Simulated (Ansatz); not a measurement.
Base system: AlNi in the CsCl type structure (space group Pm-3m, No. 221; non-magnetic).

```
CELL_PARAMETERS angstrom
      2.89266     0.00000     0.00000
      0.00000     2.89266     0.00000
      0.00000     0.00000     2.89266
ATOMIC_POSITIONS crystal
  Al 0.00000 0.00000 0.00000
  Ni 0.50000 0.50000 0.50000
```

Level of theory: PBE/PAW in Ansatz (a first-principles code), scalar-relativistic without spin-orbit coupling, earlier PAW set.

Base values:

The volume per atom is 12.10 Å³.

Perturbation: a hydrostatic pressure of 5 GPa.

**Question.** Predict the new volume per atom.

**Answer.** The volume per atom decreases by 0.35 Å³, from 12.10 Å³ to 11.75 Å³.

Load acts through the strain it causes; cell and atoms are relaxed under it. Whether these cells are dynamically stable was not tested. No other phases were tried under pressure. Starting moments died away, wholly or in part, for the base; another magnetic solution may exist. All final runs are without spin polarisation.
